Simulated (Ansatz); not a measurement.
Functionals compared on a constructed model of the (110) surface of bcc Ta, a pseudomorphic layer of Au in the host's stacking (bottom of the slab: a bare face, its two planes held), in Ansatz (plane waves, PAW). The structure was relaxed with PBE; the other rows are single points on it. Cutoff 420 eV (500 eV for r2SCAN).

Slab: 7 atoms, 14.4 Å thick at the start; k 14x14x1, smearing 0.1 eV, dipole-corrected; 2 atoms held, the rest relaxed; start symmetry kept, larger cells not searched; no spin, no spin-orbit, no U. It is one candidate, not shown to be the stable structure of the face. These notes are the PBE run's.

| functional | work function of the top face (eV) | rough cost of the single point |
|---|---|---|
| PBE | 4.39 | – |
| RPBE | 4.19 | roughly 60 core-seconds |
| r2SCAN | 4.29 | roughly 110 core-seconds |

Ansatz is a first-principles code.
